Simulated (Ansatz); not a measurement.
Start from Ti in the hcp (Mg type) structure (space group P6_3/mmc, No. 194).

```yaml
crystal:
  lattice:
    - [2.93591, 0.00000, 0.00000]
    - [-1.46796, 2.54258, 0.00000]
    - [0.00000, 0.00000, 4.63642]
  atoms:
    - { symbol: Ti, position: [0.33333, 0.66667, 0.75000] }
    - { symbol: Ti, position: [0.66667, 0.33333, 0.25000] }
```

Cartesian axes are those of the cell as printed.

The values are results of r2SCAN (Ansatz, a quantum-chemistry and plane-wave program), without spin-orbit coupling, not measurements.

Base values:

The shortest interatomic distance is 2.872 Å and the pressure is 0.0 GPa.

It is then changed as follows: biaxial strain −0.73 %, plane normal [001], relaxed out of plane (Cartesian); in-plane vectors clamped, the third vector and the atoms free.

**Question.** What does the calculation give for the shortest interatomic distance and pressure after the change?

**Answer.** The shortest interatomic distance grows by 0.004 Å to 2.876 Å; the pressure (mean of the normal stresses, compression positive) goes from zero to 1.1 GPa.

Whether these cells are dynamically stable was not tested. All final runs are without spin polarisation.
